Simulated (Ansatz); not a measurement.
This concerns the reaction energy. Reaction: 1/4 Si (diamond) + 1/6 MoF6 (gas) → 1/6 Mo (bcc) + 1/4 SiF4 (gas). The sign is products less reactants.

Mo (bcc, Im-3m), 1 atom in the cell; spin state with PBE: run without spin, k-point mesh 26×26×26 on the run's own vectors. Conventional cell: a = b = c = 3.161 Å, α = β = γ = 90.00°.

Si (diamond, Fd-3m), 2 atoms in the cell, k-point mesh 10×10×10 on the run's own vectors. Conventional cell: a = b = c = 5.470 Å, α = β = γ = 90.00°.

An isolated SiF4 molecule (singlet) in a box of 13 × 13 × 14 Å.

An isolated MoF6 molecule (singlet) in a box of 15 × 15 × 16 Å.

Plane-wave PAW calculations with Ansatz (a first-principles code), its default PAW set, cutoff 420 eV, 500 eV for r2SCAN. The structures are at rest with PBE; other levels are single points on them. HSE06 runs on coarser k-point meshes, mended by the PBE difference between the two meshes. Some cells are metallic or hold partly filled levels, where a hybrid on a coarse mesh is less sure. Neutral cells; Fermi-Dirac smearing of at most 0.10 eV in the solids, energies taken to zero width. The lattices are those relaxed with PBE, so at other levels the solids can be strained, which adds to the spread. A dispersion term (D3(BJ), or D4 for r2SCAN) was computed beside these levels and is taken off wherever the name lacks it. Nuclei at rest; no vibrational terms. The structures are the rest points that the relaxations reached, not proven lowest. No Hubbard U is applied.

### Question
What value does r2SCAN give?

### Answer
-1.07 eV, for 1/4 Si (diamond) + 1/6 MoF6 (gas) → 1/6 Mo (bcc) + 1/4 SiF4 (gas).

### Question
How does the value move with the functional?

### Answer
| Level | value (eV) | less r2SCAN |
|---|---|---|
| HSE06 | -1.17 | -0.10 |

The levels span 0.10 eV, from HSE06 (-1.17) to r2SCAN (-1.07).
